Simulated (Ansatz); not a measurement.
**TaS2 (P6₃/mmc, No. 194, 6 atoms in the cell; start mp-1072086; undistorted form, which takes a superstructure on cooling)**

Level of theory: PBEsol (Ansatz, a program for electronic structure, plane waves, PAW).

Numerical settings: plane-wave cutoff 500 eV, 18×18×4 k mesh (along the axes of the cell as run), Fermi–Dirac smearing 0.05 eV, scalar-relativistic PAW data made under PBE.

Cell (relaxed at this level):

```
CELL_PARAMETERS angstrom
      3.29626     0.00000     0.00000
     -1.64813     2.85464     0.00000
      0.00000     0.00000    13.68169
ATOMIC_POSITIONS crystal
  Ta 0.66667 0.33333 0.25000
  Ta 0.33333 0.66667 0.75000
  S  0.00000 0.00000 0.36384
  S  0.00000 0.00000 0.63616
  S  0.00000 0.00000 0.86384
  S  0.00000 0.00000 0.13616
```

```
Property  Result
--------  ------
band gap    none
```

Note: the relaxation could not lower the start's symmetry, so the cell can be a saddle point above a distorted one; the cell has widely spaced layers and the level no dispersion term, so their spacing and the moduli can rest on weak binding.

Spin–orbit coupling is not included.

Static lattice: no zero-point or thermal effects.

Cost on a shared machine: about 10 core-minutes (a rough figure).

A start named mp-… is a Materials Project structure, which need not be a measured phase.
